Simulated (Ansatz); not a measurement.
Level of theory: PBE (plane waves to 420 eV, PAW; Ansatz, an electronic-structure program).

Planar average of the electrostatic potential across the slab, in eV from the Fermi level, for Li on the 1x1 (110) surface of bcc Mo, one in a 1x1 cell, started at the site 'bridge Mo-Mo (span 3.2 Å)':

```tsv
z (Å)	V (eV)
5.49	4.54
5.78	4.54
6.07	4.53
6.36	4.52
6.64	4.50
6.93	4.46
7.22	4.38
7.51	4.21
7.80	3.89
8.09	3.26
8.38	2.02
8.67	-0.41
8.96	-5.92
9.24	-14.57
9.53	-21.59
9.82	-22.85
10.11	-17.68
10.40	-9.26
10.69	-3.51
10.98	-4.31
11.27	-11.27
11.56	-19.58
11.84	-23.58
12.13	-20.84
12.42	-12.95
12.71	-4.99
13.00	-2.11
13.29	-5.12
13.58	-13.13
13.87	-20.90
14.16	-23.45
14.44	-19.27
14.73	-10.85
15.02	-3.83
15.31	-2.71
15.60	-7.90
15.89	-16.44
16.18	-22.35
16.47	-22.04
16.76	-15.61
17.04	-6.79
17.33	-0.93
17.62	0.84
17.91	0.16
18.20	-2.71
18.49	-4.96
18.78	-4.45
19.07	-1.94
19.36	0.24
19.64	1.31
19.93	2.05
20.22	2.52
20.51	2.81
20.80	2.99
21.09	3.09
21.38	3.16
21.67	3.19
21.96	3.21
22.24	3.22
22.53	3.23
22.82	3.23
```

Set-up: 5 atoms, 6.5 Å thick at the start under the adsorbate (thin: gaps and levels are the slab's own); mesh 12x12x1; 0.1 eV smearing; dipole correction on; 2 atoms held, the rest relaxed; held to the start's symmetry, so lower structures may exist; no spin, no spin-orbit, no U, no dispersion correction. At the end it is bonded to 4 Mo. In PBE it is, or lies within 0.03 eV of, the lowest of the starts that converged.

### Question
The surface cell has an area of 7.06 Å². What dipole along the normal does the step between the two vacuum levels imply?

### Answer
the top vacuum level lies 1.30 eV below the bottom one; p = −ε₀ A ΔV (ε₀ = 0.005526 e/(V·Å)) gives 0.05 e·Å a cell.
